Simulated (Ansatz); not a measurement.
Start from Cs2AgBiBr6 (space group Fm-3m, No. 225; a = 11.343 Å). Axes: x, y, z lie along the cube axes.

The values are results of Ansatz (an electronic-structure program) r2SCAN, spin-orbit coupling left out, not measurements.

Before the change:

Hole mass: 0.20 mₑ along k, 0.76 mₑ across (at X)

Modification: uniaxial strain ε_yy = −0.57 %, all other strain components held at zero; the atoms relax in the strained cell.

What does the calculation give for the stress, energy relative to the base and hole mass after the change?

The stress (xx, yy, zz, yz, xz, xy; compression positive) amounts to (0.10, 0.25, 0.10, 0.00, 0.00, 0.00) GPa; the energy hardly moves; the hole mass changes from 0.20 mₑ along k, 0.76 mₑ across (at X) to 0.19 mₑ along k, 0.72 mₑ across (at X).

Spin-orbit coupling, missing from the scalar runs, can matter with Bi. The levels and masses belong to the bands next to the band gap. Masses are band curvatures over ±0.01 Å⁻¹ around the edge. Along k means along the line from Γ to the band edge. Whether these cells are dynamically stable was not tested.
